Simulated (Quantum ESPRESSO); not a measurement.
Quantum ESPRESSO run on Ga2S3 (P3m1, 10 atoms in the cell): self-consistent single point.

Computed with LDA (PZ), GBRV 1.5 ultrasoft (LDA) pseudopotentials (plane waves; Quantum ESPRESSO).

```xyz
10
Lattice="3.8766 0.0000 0.0000 -1.9383 3.3572 0.0000 0.0000 0.0000 19.1183" Properties=species:S:1:pos:R:3 pbc="T T T"
Ga     0.0000     0.0000     3.3010
Ga     0.0000     0.0000     9.4339
Ga     0.0000     0.0000    15.6816
Ga     0.0000     2.2381     0.0423
S      0.0000     0.0000     0.8116
S      0.0000     0.0000     7.2009
S      0.0000     0.0000    13.6044
S      0.0000     2.2381     3.9665
S      0.0000     2.2381    10.3975
S      0.0000     2.2381    16.8134
```

Reference input (self-consistent single point, DFT, LDA (PZ), plane waves, GBRV 1.5 ultrasoft (LDA) pseudopotentials): ecutwfc = 50 Ry; ecutrho = 250 Ry; occupations = smearing; smearing = gaussian; degauss = 0.0036749 Ry; potentials = {Ga: ga_lda_v1.4.uspp.F.UPF, S: s_lda_v1.4.uspp.F.UPF}; K_POINTS = automatic 5 5 1 0 0 0; conv_thr = 1e-10 Ry; mixing_beta = 0.7. This run's input differs from it in these lines:

```diff
@@ -15,4 +15,4 @@
  ntyp = 2
- ecutwfc = 50
- ecutrho = 250
+ ecutwfc = 20
+ ecutrho = 100
  occupations = 'smearing'
```

Output, abridged:

```
     Self-consistent Calculation

     iteration #  1     ecut=    20.00 Ry     beta= 0.70

---- Real-time Memory Report at c_bands before calling an iterative solver
           132 MiB given to the printing process from OS
            48 MiB allocation reported by mallinfo(arena+hblkhd)
------------------

     total energy              =   -1752.28567329 Ry
     estimated scf accuracy    <      61.84513281 Ry

     iteration #  2     ecut=    20.00 Ry     beta= 0.70

---- Real-time Memory Report at c_bands before calling an iterative solver
           164 MiB given to the printing process from OS
   [... lines left out ...]

---- Real-time Memory Report at c_bands before calling an iterative solver
           167 MiB given to the printing process from OS
            62 MiB allocation reported by mallinfo(arena+hblkhd)
------------------

     total energy              =   -1801.83313827 Ry
     estimated scf accuracy    <          2.6E-10 Ry

     iteration # 31     ecut=    20.00 Ry     beta= 0.70

---- Real-time Memory Report at c_bands before calling an iterative solver
           167 MiB given to the printing process from OS
            62 MiB allocation reported by mallinfo(arena+hblkhd)
------------------
     End of self-consistent calculation

     the Fermi energy is     4.9745 ev

!    total energy              =   -1801.83313827 Ry
     estimated scf accuracy    <          5.6E-11 Ry
     smearing contrib. (-TS)   =      -0.00191185 Ry
     internal energy E=F+TS    =   -1801.83122641 Ry

     convergence has been achieved in  31 iterations

     Forces acting on atoms (cartesian axes, Ry/au):

     atom    1 type  1   force =     0.00000000   -0.00000000   -0.00334591
     atom    2 type  1   force =     0.00000000    0.00000000   -0.01018196
     atom    3 type  1   force =     0.00000000    0.00000000   -0.00192011
     atom    4 type  1   force =     0.00000000    0.00000000   -0.00038528
     atom    5 type  2   force =     0.00000000   -0.00000000    0.00932343
   [... lines left out ...]

     Total force =     0.026366     Total SCF correction =     0.000050

          total   stress  (Ry/bohr**3)                   (kbar)     P=    -1281.58
  -0.00875246  -0.00000000   0.00000000        -1287.53       -0.00        0.00
  -0.00000000  -0.00875246   0.00000000           -0.00    -1287.53        0.00
   0.00000000   0.00000000  -0.00863113            0.00        0.00    -1269.68

   JOB DONE.
```

The run converged in 31 iterations. Against the reference run the free energy goes up by 3.67 eV/atom, the pressure goes from -4.58 to -128.2 GPa and the largest force goes from 0.347 to 0.376 eV/Å.

The starting cell comes from a database of computed structures (which also holds hypothetical and non-ambient phases and stackings), without a prior relaxation at this level. At the lowered cutoff the pressure carries the error of an incomplete plane-wave basis. The run gives no clean gap (levels at the Fermi energy touch, overlap or are partly filled at this smearing), which alone does not show that the compound is a metal.

Cost on one core of a shared machine: roughly 70 s.
